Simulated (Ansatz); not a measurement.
Base system: Hf in the hcp (Mg type) structure (space group P6_3/mmc, No. 194; relaxed with 0.1 eV smearing).

```
CELL_PARAMETERS angstrom
      3.11736     0.00000     0.00000
     -1.55868     2.69972     0.00000
      0.00000     0.00000     4.95007
ATOMIC_POSITIONS crystal
  Hf 0.66667 0.33333 0.75000
  Hf 0.33333 0.66667 0.25000
```

Cartesian axes are those of the cell as printed.

Level of theory: Ansatz (a first-principles code), LDA, PAW, cutoff 420 eV, no SOC.

Perturbation: the cell is scaled by 0.9750 in all directions, atoms relaxed at fixed cell.

**Question.** Predict the stress tensor and what it implies for the stiffness.

**Answer.** Stress of the strained cell less that of the base (GPa, compression positive):
```
   10.1     0.0     0.0
    0.0    10.1     0.0
    0.0     0.0    11.0
```

Then B = −ΔP/(ΔV/V₀) with ΔV/V₀ = -0.0731 gives secant stiffness values (nonlinear terms included at this strain): B (at held cell shape, above the free-shape value) ≈ 142 GPa.

As a check, the harmonic strain energy −½ V₀ Δσ:ε is 51 meV/atom; the computed energy rise is 47 meV/atom.

No phonon test of stability was made. All final runs are without spin polarisation.
